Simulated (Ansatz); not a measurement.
AlP (model structure, within 0.1 Å of P6₄22, No. 181, 6 atoms in the cell) was calculated with LDA (Ansatz, an electronic-structure program, PAW).

Numerical settings: plane-wave cutoff 520 eV, 12×12×4 k mesh (along the axes of the cell as run), Fermi–Dirac smearing 0.01 eV, scalar-relativistic PAW data made under PBE.

The cell is the one relaxed with PBEsol. Conventional cell: a = 3.8213 Å, b = 3.8213 Å, c = 8.6324 Å, α = 90.00°, β = 90.00°, γ = 120.00°.

```
CELL_PARAMETERS angstrom
      3.82135     0.00000     0.00000
     -1.91067     3.30938     0.00000
      0.00000     0.00000     8.63242
ATOMIC_POSITIONS crystal
  Al 0.00000 0.49978 0.66667
  Al 0.50022 0.50022 0.00000
  Al 0.49978 0.00000 0.33333
  P  0.00000 0.49986 0.16667
  P  0.50014 0.50014 0.50000
  P  0.49986 0.00000 0.83333
```

**Question.** List the 15 lowest band energies at Γ above −25 eV (eV, relative to the valence band maximum), grouping those that round alike.

**Answer.** At Γ: -12.56, -10.98 (×2), -4.95 (×2), -2.29, -1.14 (×2), -0.36 (×2), -0.05, 0.00, 2.06 (×2), 2.10.

Note: cell and atoms aren't relaxed at this level (pressure -1.8 GPa).

A model structure was made by putting elements into a prototype or built by hand; it is no filed structure, need not be a known phase, and can be a saddle point held by its symmetry.
